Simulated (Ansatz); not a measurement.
Tunnelling through a barrier is set by its complex band structure: the current falls as exp(−2κd) with the smallest κ.

Here is the system:

```
CELL_PARAMETERS angstrom
      3.12859     0.00000     0.00000
     -1.56430     2.70944     0.00000
      0.00000     0.00000     5.01696
ATOMIC_POSITIONS crystal
  Al 0.66667 0.33333 0.49929
  Al 0.33333 0.66667 0.99929
  N  0.66667 0.33333 0.88071
  N  0.33333 0.66667 0.38071
```

The cell is taken as given; by r2SCAN it stands under a pressure of -4.4 GPa.

Transport runs along the normal of the first two printed cell vectors, the (001) plane of the conventional cell.

No gap correction and no spin-orbit coupling; mid-gap is the computed energy nearest the middle.

Question: Estimate the band gap and the smallest decay constant κ at mid-gap that Ansatz (an electronic-structure program) with r2SCAN returns for this system.

Answer: Gap 4.69 eV on a 12×12×6 mesh; κ = 0.281 1/Å, at the zone centre.
